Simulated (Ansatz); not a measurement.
**Pressure series in BeS**

Consider BeS in the zinc blende structure (space group F-43m, No. 216; a = 4.8685 Å).

Cell and atoms are relaxed at each pressure.

Calculations: r2SCAN/PAW in Ansatz (a first-principles code), no spin-orbit coupling.

```
pressure (GPa)  band gap (eV)
--------------  -------------
-2                       3.63
-1                       3.61
0                        3.59
1.8                      3.55
4.2                      3.50
9                           ?
18                       3.23
```

### Question
Fit E_g = E₀ + αP + βP² to the rows shown and predict the withheld row.

### Answer
Least squares on the printed values gives E₀ = 3.59 eV, α = -21.2 meV/GPa, β = 0.073 meV/GPa² (largest residual 0.00 eV); this predicts 3.40 eV, and the run gives 3.40 eV, in agreement.

Load acts through the strain it causes; cell and atoms are relaxed under it. Stability against distortions was not tested. Competing high-pressure phases were not computed.
